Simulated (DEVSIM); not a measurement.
System: Mo/SiO2/n-Ge capacitor, at 300 K.

```tsv
layer (left to right)	material	thickness (nm)	Nd (cm⁻³)
1	SiO2	25.0	-
2	Ge	9200	4.2e15
```

Metal gate on the left, work function 4.6 eV. Fixed charge at the semiconductor interface -7.2e10 cm⁻² (in units of +e); no interface traps.

This is a model device: material constants are rounded textbook-type values typed into the input, and sizes, dopings and lifetimes were drawn at random. Values at 300 K.

| parameter | SiO2 | Ge |
|---|---|---|
| gap (eV) | 9 | 0.664 |
| affinity (eV) | 0.9 | 4 |
| permittivity | 3.9 | 16 |
| Nc (cm⁻³) | - | 1.04e19 |
| Nv (cm⁻³) | - | 6e18 |

Simulated with DEVSIM: 1D Poisson equation in equilibrium, Boltzmann statistics, complete ionisation; no quantum confinement or tunnelling. Metal contacts follow the ideal Schottky-Mott rule: no Fermi-level pinning, no interface dipoles.

### Question
Tabulate band edges, carrier densities and field at 1.15 V on the gate.

### Answer
Energies count from the Fermi level of the right contact; mesh points crowd at the junctions.

| x (μm) | Ec (eV) | Ev (eV) | n (cm⁻³) | p (cm⁻³) | field (V/cm) |
|---|---|---|---|---|---|
| 0.000 | 2.550 | -6.450 | < 1e2 | < 1e2 | 250000 |
| 0.001748 | 2.594 | -6.406 | < 1e2 | < 1e2 | 250000 |
| 0.005876 | 2.698 | -6.302 | < 1e2 | < 1e2 | 250000 |
| 0.01482 | 2.922 | -6.078 | < 1e2 | < 1e2 | 250000 |
| 0.02271 | 3.121 | -5.879 | < 1e2 | < 1e2 | 250000 |
| 0.02477 | 3.172 | -5.827 | < 1e2 | < 1e2 | 250000 |
| 0.02628 | 0.085 | -0.579 | 4.0e17 | 1.1e9 | 47000 |
| 0.03241 | 0.107 | -0.557 | 1.7e17 | 2.6e9 | 29000 |
| 0.04598 | 0.135 | -0.529 | 5.5e16 | 7.9e9 | 15000 |
| 0.08300 | 0.169 | -0.495 | 1.5e16 | 3.0e10 | 5600 |
| 0.1767 | 0.194 | -0.470 | 5.7e15 | 7.7e10 | 1100 |
| 0.5594 | 0.202 | -0.462 | 4.2e15 | 1.0e11 | ≈ 0 |
| 1.407 | 0.202 | -0.462 | 4.2e15 | 1.0e11 | ≈ 0 |
| 3.597 | 0.202 | -0.462 | 4.2e15 | 1.0e11 | ≈ 0 |
| 7.562 | 0.202 | -0.462 | 4.2e15 | 1.0e11 | ≈ 0 |
| 8.582 | 0.202 | -0.462 | 4.2e15 | 1.0e11 | ≈ 0 |
| 8.977 | 0.202 | -0.462 | 4.2e15 | 1.0e11 | ≈ 0 |
| 9.130 | 0.202 | -0.462 | 4.2e15 | 1.0e11 | ≈ 0 |
| 9.199 | 0.202 | -0.462 | 4.2e15 | 1.0e11 | ≈ 0 |
| 9.216 | 0.202 | -0.462 | 4.2e15 | 1.0e11 | ≈ 0 |
| 9.222 | 0.202 | -0.462 | 4.2e15 | 1.0e11 | ≈ 0 |
| 9.225 | 0.202 | -0.462 | 4.2e15 | 1.0e11 | ≈ 0 |
